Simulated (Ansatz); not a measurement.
# BaHfS3 (Pnma, No. 62, 20 atoms in the cell; start mp-1105549)

The numbers are results of PBEsol (Ansatz, a program for electronic structure, plane waves, PAW), not measurements.

Settings: plane-wave cutoff 520 eV, 6×4×6 k mesh (along the axes of the cell as run), Fermi–Dirac smearing 0.01 eV, scalar-relativistic PAW data made under PBE.

Cell (relaxed at this level):

BaHfS$_{3}$ is modelled in the orthorhombic space group Pnma (No. 62), Pearson symbol oP20. Conventional cell: a = 7.0081 Å, b = 9.8569 Å, c = 6.9073 Å, α = β = γ = 90.00°. Ba on 4c sees 12 S at 3.120–4.213 Å. Hf on 4b has 6 S at 2.502–2.517 Å (octahedral). S1 on 4c has 2 Hf at 2.502 Å and 2 Ba at 3.120–3.167 Å and 2 Ba at 3.829–3.915 Å. S2 on 8d is surrounded by 2 Hf at 2.507–2.517 Å and 1 Ba at 3.132 Å and 2 Ba at 3.335–3.371 Å and 1 Ba at 4.213 Å. (Neighbours: up to the widest gap in distance over summed covalent radii, below 1.35, at either atom; cation-cation and far metal-metal contacts left out.)

band gap: 1.10 eV (on the SCF k mesh)

Note: the relaxation could not lower the start's symmetry, so the cell can be a saddle point above a distorted one.

Spin–orbit coupling is not included.

It cost around 30 core-minutes (rough) of CPU time.

A start named mp-… is a Materials Project structure, which need not be a measured phase.
